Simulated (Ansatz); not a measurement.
Take Ba in the bcc (W type) structure (space group Im-3m, No. 229; a = 4.8819 Å; relaxed with 0.1 eV smearing) as the base.

Level of theory: PBEsol in Ansatz (plane waves to 420 eV, PAW, no spin-orbit coupling).

Before the change:

```
Property   Result
--------  -------
Pressure  0.0 GPa
Band gap     zero
```

The change: an isotropic linear strain of +3.28 %; the atoms relax in the strained cell.

Question: What happens to the energy relative to the base, pressure and band gap?

Answer: The energy grows by 15 meV/atom; the pressure goes from zero to -0.8 GPa; the band gap is still zero.

Whether these cells are dynamically stable was not tested.

Ansatz is a program for electronic structure.
